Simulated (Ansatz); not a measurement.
Input:

```
CELL_PARAMETERS angstrom
      0.00000     2.89175     3.07935
      2.89175     0.00000     3.07935
      2.89175     2.89175     0.00000
ATOMIC_POSITIONS crystal
  In 0.00000 0.00000 0.00000
  P  0.25000 0.25000 0.25000
```

Method: r2SCAN with spin-orbit coupling, rigid bands (plane waves, PAW; Ansatz, an electronic-structure program). Condition of this run: uniaxial stress along [001] of -3 GPa (compression positive) (the target of the relaxation). Cell: cell and atoms relaxed with PBEsol, then loaded as said.

Question: What conductivity effective mass do dilute electrons have at 300 K?

Answer: 0.079 (x), 0.079 (y), 0.090 (z) mₑ.

Question: Predict the hole conductivity mass (n e² τ/σ) at 300 K, by direction if it differs.

Answer: 0.36 (x), 0.36 (y), 0.51 (z) mₑ.

Question: And the band gap?

Answer: 0.88 eV at this level; semilocal functionals usually fall short of the measured gap.

Rigid bands, one relaxation time for all states, no polarons. Geometry: cell and atoms relaxed with PBEsol.
